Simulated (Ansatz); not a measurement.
**Ca3V2O8 (C2/m, No. 12; cell taken from a computed entry)**

Level of theory: r²SCAN (Ansatz, a first-principles code, PAW).

Run with plane-wave cutoff 500 eV, 8×8×6 k mesh (along the axes of the cell as run), Fermi–Dirac smearing 0.05 eV, no spin polarisation, scalar-relativistic PAW data made under PBE.

Cell: relaxed at this level.

| Property | Value |
|---|---|
| equilibrium volume per atom | 12.93 Å³/atom |
| band gap | 3.88 eV (on the SCF k mesh) |

Note: the relaxation could not lower the start's symmetry, so the cell can be a saddle point above a distorted one.

Static lattice: no zero-point or thermal effects.

Computing time: very roughly 19 core-minutes.
